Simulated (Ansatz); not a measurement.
Start from GaN in the wurtzite structure (space group P6_3mc, No. 186).

```
CELL_PARAMETERS angstrom
      3.18273     0.00000     0.00000
     -1.59136     2.75632     0.00000
      0.00000     0.00000     5.18570
ATOMIC_POSITIONS crystal
  Ga 0.66667 0.33333 0.00090
  Ga 0.33333 0.66667 0.50090
  N  0.66667 0.33333 0.62430
  N  0.33333 0.66667 0.12430
```

Levels (all Ansatz, a first-principles code, PAW, earlier PAW set): PBEsol (420 eV, no spin-orbit coupling); r2SCAN (500 eV, no spin-orbit coupling).

The geometry is relaxed with PBEsol.

| Property | Result |
|---|---|
| PBEsol lowest conduction level above the VBM at special points | Γ 1.88 eV; A 4.21 eV; L 4.30 eV; M 4.94 eV |
| PBEsol gap character | direct at Γ |
| PBEsol electron mass | 0.16 mₑ along c, 0.17 mₑ across (at Γ) |

Task: Predict the lowest conduction level above the VBM at special points, gap character and electron mass from r2SCAN.

Result: The lowest conduction level above the VBM at special points goes from Γ 1.88 eV; A 4.21 eV; L 4.30 eV; M 4.94 eV to Γ 2.35 eV; A 4.78 eV; L 4.90 eV; M 5.59 eV; the gap character stays direct at Γ; the electron mass changes from 0.16 mₑ along c, 0.17 mₑ across (at Γ) to 0.17 mₑ along c, 0.19 mₑ across (at Γ).

Single points use the geometry relaxed with PBEsol. Masses are band curvatures over ±0.01 Å⁻¹ around the edge. Whether these cells are dynamically stable was not tested.
